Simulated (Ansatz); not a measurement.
By PBEsol, the system below comes out a metal.

The ballistic (Sharvin) conductance counts the channels at the Fermi level: G/A = (e²/h) × channels of both spins per area.

Given:

```xyz
1
Lattice="2.8560 0.0000 0.0000 -1.4280 2.4733 0.0000 1.4280 0.8244 2.3319" Properties=species:S:1:pos:R:3 pbc="T T T"
Al     0.0000     0.0000     0.0000
```

The cell is taken as given; by PBEsol it stands under a pressure of -1.4 GPa.

The current flows along the normal of the first two printed cell vectors, the (111) plane of the conventional cell. No spin-orbit coupling; the value is a mean over 0.1 eV about the Fermi level.

Task: Predict the ballistic conductance per area from PBEsol (Ansatz, a program for electronic structure).

Result: 1.5 × 10¹⁵ S/m² for both spins.
